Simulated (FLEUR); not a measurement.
## Input and output of a self-consistent single point for NiB2W2 (Immm, 5 atoms in the cell) (FLEUR)

Method of the run: FLEUR with LDA (Perdew-Zunger), all-electron FLAPW (FLEUR), scalar-relativistic valence.

Input:

Input of the input generator:

```
Ni(BW)2 FLAPW
&input film=f /
-2.9694135870 4.2300442156 6.5731779985
2.9694135870 -4.2300442156 6.5731779985
2.9694135870 4.2300442156 -6.5731779985
1.0
1.0 1.0 1.0

5
28 0.0000000000 -0.0000000000 -0.0000000000
5 0.7038100000 0.5000000000 0.2038100000
5 0.2961900000 0.5000000000 0.7961900000
74 0.7005900000 0.2005900000 0.5000000000
74 0.2994100000 0.7994100000 0.5000000000

&comp jspins=1 /
&exco xctyp='pz' /
&kpt div1=8 div2=8 div3=8 gamma=t /
&end /
```

```xml
<?xml version="1.0" encoding="UTF-8" standalone="no"?>
<fleurInput fleurInputVersion="0.39">
   <comment>
      Ni(BW)2 FLAPW                                                                                       
   </comment>
   <calculationSetup>
      <cutoffs Kmax="4.1" Gmax="16.4" GmaxXC="16.4" numbands="0"/>
      <scfLoop itmax="80" minDistance="0.00001" maxIterBroyd="25" imix="Anderson" alpha="0.05" precondParam="0.0" spinf="2.0"/>
      <coreElectrons ctail="T" frcor="F" kcrel="0" coretail_lmax="0"/>
      <xcFunctional name="pz" relativisticCorrections="F"/>
      <magnetism jspins="1"/>
      <soc l_soc="F" theta="0.0" phi="0.0" spav="F"/>
      <expertModes spex="0" secvar="F"/>
      <geometryOptimization l_f="T" forcealpha="1.0" forcemix="BFGS" epsdisp="0.00001" epsforce="0.00001"/>
      <ldaU l_linMix="F" mixParam="0.05" spinf="1.0"/>
   </calculationSetup>
   <cell>
      <bzIntegration valenceElectrons="50.0" mode="hist" fermiSmearingEnergy="0.00367493">
         <kPointListSelection listName="default-1"/>
         <!-- k-points included here -->
         <xi:include xmlns:xi="http://www.w3.org/2001/XInclude" href="kpts.xml"> </xi:include>
      </bzIntegration>
      <!-- symmetry operations included here -->
      <xi:include xmlns:xi="http://www.w3.org/2001/XInclude" href="sym.xml"> </xi:include>
      <bulkLattice scale="1.0">
         <bravaisMatrix>
            <row-1>   -2.9694135870000000     4.2300442156000004     6.5731779985000003</row-1>
            <row-2>    2.9694135870000000    -4.2300442156000004     6.5731779985000003</row-2>
            <row-3>    2.9694135870000000     4.2300442156000004    -6.5731779985000003</row-3>
         </bravaisMatrix>
      </bulkLattice>
   </cell>
   <atomSpecies>
      <species name="Nickel (Ni)" element="Ni" atomicNumber="28">
         <mtSphere radius="2.02" gridPoints="697" logIncrement="0.017"/>
         <atomicCutoffs lmax="8" lnonsphr="6"/>
         <electronConfig flipSpins="F">
            <coreConfig>(1s1/2) (2s1/2) (2p1/2) (2p3/2) (3s1/2)</coreConfig>
            <valenceConfig>(3p1/2) (3p3/2) (4s1/2) (3d3/2) (3d5/2)</valenceConfig>
            <stateOccupation state="(3d3/2)" spinUp="1.6" spinDown="1.6"/>
            <stateOccupation state="(3d5/2)" spinUp="2.4" spinDown="2.4"/>
         </electronConfig>
         <energyParameters s="4" p="4" d="3" f="4"/>
         <lo type="SCLO" l="1" n="3" eDeriv="0"/>
      </species>
      <species name="Boron (B)" element="B" atomicNumber="5">
         <mtSphere radius="1.61" gridPoints="555" logIncrement="0.018"/>
         <atomicCutoffs lmax="6" lnonsphr="4"/>
         <electronConfig flipSpins="F">
            <coreConfig>(1s1/2)</coreConfig>
            <valenceConfig>(2s1/2) (2p1/2) (2p3/2)</valenceConfig>
            <stateOccupation state="(2p1/2)" spinUp="0.1666666666667" spinDown="0.1666666666667"/>
            <stateOccupation state="(2p3/2)" spinUp="0.3333333333333" spinDown="0.3333333333333"/>
         </electronConfig>
         <energyParameters s="2" p="2" d="3" f="4"/>
      </species>
      <species name="Tungsten (W)" element="W" atomicNumber="74">
         <mtSphere radius="2.43" gridPoints="839" logIncrement="0.016"/>
         <atomicCutoffs lmax="10" lnonsphr="8"/>
         <electronConfig flipSpins="F">
            <coreConfig>(1s1/2) (2s1/2) (2p1/2) (2p3/2) (3s1/2) (3p1/2) (3p3/2) (4s1/2) (3d3/2) (3d5/2) (4p1/2) (4p3/2) (4d3/2) (4d5/2) (4f5/2) (4f7/2)</coreConfig>
            <valenceConfig>(5s1/2) (5p1/2) (5p3/2) (6s1/2) (5d3/2) (5d5/2)</valenceConfig>
            <stateOccupation state="(5d3/2)" spinUp="0.8" spinDown="0.8"/>
            <stateOccupation state="(5d5/2)" spinUp="1.2" spinDown="1.2"/>
         </electronConfig>
         <energyParameters s="6" p="6" d="5" f="5"/>
         <lo type="SCLO" l="0" n="5" eDeriv="0"/>
         <lo type="SCLO" l="1" n="5" eDeriv="0"/>
      </species>
   </atomSpecies>
   <atomGroups>
      <atomGroup species="Nickel (Ni)">
         <relPos label="                   1">.0000000000 .0000000000 .0000000000</relPos>
         <force calculate="T" relaxXYZ="TTT"/>
      </atomGroup>
      <atomGroup species="Boron (B)">
         <relPos label="                   2">-.2961900000 1.000/2.000 .2038100000</relPos>
         <relPos label="                   3">.2961900000 1.000/2.000 -.2038100000</relPos>
         <force calculate="T" relaxXYZ="TTT"/>
      </atomGroup>
      <atomGroup species="Tungsten (W)">
         <relPos label="                   4">-.2994100000 .2005900000 1.000/2.000</relPos>
         <relPos label="                   5">.2994100000 -.2005900000 1.000/2.000</relPos>
         <force calculate="T" relaxXYZ="TTT"/>
      </atomGroup>
   </atomGroups>
   <output dos="F" band="F" slice="F">
      <checks vchk="F" cdinf="F"/>
      <bandDOS minEnergy="-.5*Htr" maxEnergy="0.5*Htr" sigma="0.015" storeEVData="T"/>
      <vacuumDOS vacdos="F" integ="F" star="F" nstars="0" locx1="0.0" locy1="0.0" locx2="0.0" locy2="0.0" nstm="0" tworkf="0.0"/>
      <unfoldingBand unfoldBand="F" supercellX="1" supercellY="1" supercellZ="1"/>
      <plotting iplot="0" polar="F">
         <plot TwoD="T" vec1="  1.0  0.0  0.0" vec2="  0.0  1.0  0.0" vec3="  0.0  0.0  1.0" zero="  0.0  0.0  0.0" file="plot"/>
      </plotting>
      <chargeDensitySlicing numkpt="0" minEigenval="0.0" maxEigenval="0.0" nnne="0" pallst="F"/>
      <specialOutput eonly="F"/>
      <magneticCircularDichroism mcd="F" energyLo="-10.0" energyUp="0.0"/>
   </output>
  <!-- We include the file relax.xml here to enable relaxations (see documentation) -->
  <xi:include xmlns:xi="http://www.w3.org/2001/XInclude" href="relax.xml"> <xi:fallback/> </xi:include>
</fleurInput>
```

Log, with long lists cut:

```
      Welcome to FLEUR        (www.flapw.de)
      MaX-Release 8.1          (www.max-centre.eu)

 ========== k-point set info ==========
 Selected k-point list: default-1
 k-point list type: mesh
 8 x 8 x 8
 Number of k points: 95

 ------------Calculation Setup---------------------------
           1           5          19          95
 Number of basis functions:          427
 Iteration:     1   Distance:      21.07520164 me/bohr^3
 Iteration:     2   Distance:      17.23150082 me/bohr^3
 Iteration:     3   Distance:      12.83443915 me/bohr^3
 Iteration:     4   Distance:       9.51506821 me/bohr^3
 Iteration:     5   Distance:       6.59566951 me/bohr^3
 Iteration:     6   Distance:       6.39447942 me/bohr^3
   [... 9 lines left out ...]
 Iteration:    16   Distance:       0.00034649 me/bohr^3
 Iteration:    17   Distance:       0.00012143 me/bohr^3
 Iteration:    18   Distance:       0.00003203 me/bohr^3
 Iteration:    19   Distance:       0.00002799 me/bohr^3
 Iteration:    20   Distance:       0.00000210 me/bohr^3
 Reset of history

 Run finished successfully
 Stop message:
   Structural relaxation: new displacements generated

[file out, last iteration]
             iter=     21
          p o t e n t i a l   g e n e r a t o r
[...]
          integral of pseudo charge density inside the slab=        0.000000   0.000000
     coulomb potential in the interstitial region:
          density-coulomb potential integrals
          total density-coulomb potenti   -57696.5189518122
          density-effective potential integrals for spin  1
          total density-effective poten   -5.8626590623E+04
          charge density-energy density integrals
          total charge density-energy d   -7.0090019836E+02
 Updated energy parameters for spin:           1
  Atom    1 4s branch from -3.16 to  2.74 htr. ; e_l =  0.3473
  Atom    1 4p branch from -1.70 to  3.43 htr. ; e_l =  0.4807
  Atom    1 3d branch from -9.99 to  0.70 htr. ; e_l =  0.4982
  Atom    1 4f branch from -9.99 to  4.67 htr. ; e_l =  0.7964
  Atom    1 3p branch from-30.12 to -1.70 htr. ; e_l(l -1.7320
  Atom    2 2s branch from -5.67 to  2.43 htr. ; e_l =  0.1935
  Atom    2 2p branch from -9.99 to  2.09 htr. ; e_l =  0.3581
  Atom    2 3d branch from -9.99 to  5.29 htr. ; e_l =  0.5669
  Atom    2 4f branch from -9.99 to  8.56 htr. ; e_l =  0.7272
  Atom    3 6s branch from -2.08 to  2.37 htr. ; e_l =  0.3482
  Atom    3 6p branch from -0.70 to  3.35 htr. ; e_l =  0.4839
  Atom    3 5d branch from -7.92 to  1.07 htr. ; e_l =  0.5085
  Atom    3 5f branch from -0.42 to  3.02 htr. ; e_l =  0.7482
  Atom    3 5s branch from-20.05 to -2.08 htr. ; e_l(l -2.1007
  Atom    3 5p branch from-14.69 to -0.70 htr. ; e_l(l -0.8131
[...]
 fermi energy and band-weighting factors:
at   0.00000   0.00000   0.00000   k-weight:    0.001953
   39 eigenvalues :
   -2.102824   -2.098817   -1.735683   -1.731179   -1.726064   -0.800764   -0.797353   -0.788755
   -0.784634   -0.778617   -0.772207    0.137564    0.341218    0.383616    0.400240    0.435280
    0.440710    0.445559    0.488400    0.500859    0.511608    0.519742    0.562621    0.577379
    0.611292    0.700539    0.719396    0.744997    0.769562    0.804377    0.837514    0.862510
    0.904068    0.904870    0.977166    0.980122    1.028000    1.028212    1.031629
   [... 2 blocks of this kind left out ...]

[...]
FERMIE:
          first approx. to ef    (T=0)  :   0.626195 htr   (energy of the highest occ. eigenvalue)
          number of occ. states  (T=0)  :       2376
          first approx. to seigv (T=0)  : -15.434670 htr
          sum of weights of occ. states :  25.000000
          sum of semicore charge        :   0.000000 e
FERHIS:  Fermi-Energy by histogram:
          bandgap                     :   0.000308 htr
          charge neutrality (T=0)     :   0.000000    (zero if the highest occ. eigenvalue is "entirely" occupied)
     EF_NEWTON:  Adjust Fermi-Energy by Newton-Method.
               Number of iterations needed  :   4
               The error in the weight is   : -0.41411E-13
               The error in ef is           :  0.21281E-14 htr
     -->  new fermi energy            :   0.627996 htr
          valence charge              :  50.000000 e
          actual charge blw ef-8kt    :  48.464844 e
          actual charge blw ef+8kt    :  50.000000 e
          number of occ. states       :      2431
          sum of the valence weights  :   25.000000
          entropy         :   0.477564 *kb htr/K =   0.00000 htr/K
          sum of val. single particle energies:       -15.4337923478 htr
 Direct bandgap for spin            1 :    6.5212948851132158E-003  Htr
 at k-point           51  with k-vector   0.12500000000000000       0.50000000000000000       0.50000000000000000
          valence density: spin= 1
[...]
     l-like charge
     atom     s        p        d        f        total
 -->  1    0.32820  6.38764  7.98245  0.01726   14.71852
 -->  2    0.54611  1.02708  0.04544  0.00499    1.62437
 -->  3    2.33736  6.29647  3.26645  0.07454   11.98932
          total charge for spin  1=   50.000000
          interst. charge =       8.054095
          mt charge=             14.718518    1.624372   11.989321
          total charge  =   50.000000
          z= 28.     r(1)=  0.146818E-04     dx= 0.017000     m.t.index= 697
               n    l     j    energy       weight
               1.   0.   0.5 -300.2053      2.0000
               2.   0.   0.5  -35.1096      2.0000
               2.   1.   0.5  -30.5540      2.0000
               2.   1.   1.5  -29.9130      4.0000
               3.   0.   0.5   -3.1702      2.0000
          atom type    1  (spin 1)
          kinetic energy=  0.138279002864E+04     sum of the eigenvalues= -0.857730220420E+03
          0.00221988  electrons lost from core.
   [... 2 blocks of this kind left out ...]

          total charge for spin  1=  186.000000
          interst. charge =       8.074673
          mt charge=             26.716507    3.624336   71.980075
          total charge  =  186.000000
          zc=   186.000000     qfix=    1.000000
     t o t a l  e n e r g y
          sum of eigenvalues =            -20633.4753978909
          density-coulomb potential int   -57696.5189518122
          density-effective potential i   -58626.5906230485
          charge density-ex.-corr.energ     -700.9001983622
          el.-nucl. inter. diff. m.t.       1821.3057112282
          Madelung term for atom type:       -15.9629917544
          el.-nucl. inter. diff. m.t.         54.4162409063
          Madelung term for atom type:        -6.3142772190
          el.-nucl. inter. diff. m.t.      40329.4809114275
          Madelung term for atom type:       -97.6876944457
 ---->    total energy=                   -33881.2122760919 htr
 ---->    (input%tkb*entropy) TS=              0.0017550152 htr
 ---->    free energy=                    -33881.2140311071 htr
      extrapolation for T->0
 ---->    total electron energy=          -33881.2131535995 htr
 ***** TOTAL FORCES ON ATOMS *****
 TOTAL FORCE FOR ATOM TYPE=  1  X=  0.000   Y=  0.000   Z=  0.000
                       FX_TOT= 0.000000 FY_TOT= 0.000000 FZ_TOT= 0.000000
 TOTAL FORCE FOR ATOM TYPE=  2  X=  2.969   Y= -2.506   Z=  0.000
                       FX_TOT= 0.000000 FY_TOT= 0.001628 FZ_TOT= 0.000000
 TOTAL FORCE FOR ATOM TYPE=  3  X=  2.969   Y=  0.000   Z= -3.936
                       FX_TOT= 0.000000 FY_TOT= 0.000000 FZ_TOT= 0.003318
```

The run converged in 20 iterations. FLEUR gives forces in its relaxation mode, with a further iteration, so its stop message speaks of a relaxation.

The starting cell comes from a database of computed structures (which also holds hypothetical and non-ambient phases and stackings), without a prior relaxation at this level. Its lattice was rescaled by a random factor within 2.5 % of one. Spin-orbit coupling is off. Spin polarisation is off. Values depend on the basis (sphere radii, cutoffs, local orbitals), which need not be converged. The log's line on a gap gives a spacing of levels on this mesh, which the program prints for metals too.

Cost on one core of a shared machine: roughly 7 min.
